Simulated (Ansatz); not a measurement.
**Zr2O (model structure, started from the Ca2N type, R-3m, No. 166, 3 atoms in the cell): properties by level of theory**

```csv
level (code),lattice constant a (Å),lattice parameter c (Å),cohesive energy (eV/atom)
LDA (Ansatz),___,___,8.16
PBE (Ansatz),3.198,16.272,6.83
PBEsol (Ansatz),___,15.628,___
r²SCAN (Ansatz),___,___,___
```

### Question
What belongs in the gaps?

### Answer

- LDA (Ansatz, an electronic-structure program), lattice constant a (Å): 3.202
- LDA (Ansatz), lattice parameter c (Å): 15.467
- PBEsol (Ansatz), lattice constant a (Å): 3.221
- PBEsol (Ansatz), cohesive energy (eV/atom): 7.42
- r²SCAN (Ansatz), lattice constant a (Å): 3.170
- r²SCAN (Ansatz), lattice parameter c (Å): 16.398
- r²SCAN (Ansatz), cohesive energy (eV/atom): 6.55

Ansatz's density-functional and Hartree–Fock values are scalar-relativistic unless marked +SOC, with PAW data made under PBE.

Free atoms are spin-polarised, in the lowest state found; at levels without +SOC their spin–orbit coupling is left out.

A model structure was made by putting elements into a prototype or built by hand; it is no filed structure, need not be a known phase, and can be a saddle point held by its symmetry.
